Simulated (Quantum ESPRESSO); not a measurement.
Quantum ESPRESSO 7.5, DFT, PBE, plane waves, PseudoDojo 0.5 standard norm-conserving PBE (local tails restored to the Coulomb form): diamond-structure Si, 2 atoms. Basis and mesh were picked for this test and aren't claimed converged.

* **cell**: 3.84, 3.84, 3.84 Å; 60, 60, 60°
* **task**: phonons by DFPT
* **k mesh**: 10×10×10
* **ecutwfc**: 36 Ry
* **ecutrho**: 144 Ry
* **occupations**: fixed
* **conv_thr**: 1e-12 Ry
* **tprnfor**: true
* **tstress**: false
* **tr2_ph**: 1e-14
* **q**: [0, 0, 0] 2π/alat, Cartesian
* **k-points computed**: 47

It runs on a single node (AMD EPYC (Zen 5), 96 cores on 1 socket, no SMT, 12 L3 cache groups; 94 cores' worth of CPU time may be used).

Times are wall-clock medians of two to five runs, from launch to exit, with nothing else on the machine. Processes are pinned to neighbouring cores unless said otherwise. Build: conda-forge: Open MPI 5.0, OpenMP, OpenBLAS 0.3.34 (pthreads), FFTW, ScaLAPACK, ELPA. Other compilers and libraries give other times. Scratch files lie in a memory file system. A preparatory run goes ahead and isn't timed.

Measured:

```json
[
 {"cores": "1", "layout": "1 rank, -nk 1", "wall time": "13.7 s"},
 {"cores": "2", "layout": "2 ranks, -nk 2", "wall time": "7.94 s"},
 {"cores": "4", "layout": "4 ranks, -nk 4", "wall time": "4.65 s"},
 {"cores": "16", "layout": "16 ranks, -nk 16", "wall time": "2.38 s"},
 {"cores": "24", "layout": "24 ranks, -nk 24", "wall time": "2.15 s"},
 {"cores": "32", "layout": "32 ranks, -nk 16", "wall time": "1.73 s"},
 {"cores": "48", "layout": "48 ranks, -nk 24", "wall time": "1.76 s"}
]
```

Task: Take a serial part s and a parallel part w, T = s + w/p on p cores. What does the fit give for 8 ranks, -nk 8 and for 64 ranks, -nk 16, and what is measured?

Result: A fit of relative deviations gives s = 1.49 s and w = 12.6 core-seconds; it misses the rows shown by at most 8 %.

```json
[
 {"cores": "8", "layout": "8 ranks, -nk 8", "fit": "3.06 s", "measured": "3.19 s", "measured against fit": "+4 %"},
 {"cores": "64", "layout": "64 ranks, -nk 16", "fit": "1.69 s", "measured": "1.81 s", "measured against fit": "+7 %"}
]
```

Efficiency, counted from 1 core, is near one half at 8 cores. The shortest time, 1.7 s, comes at 32 cores (48, 64: level within 8 % or the scatter of repeats). The share that grows most is that of start and exit outside the program's clock: from 3.8 % of the time on 1 core to 36 % on 64. The largest part on 64 cores, start and exit outside the program's clock, takes 0.52 s on 1 and 0.65 s there.
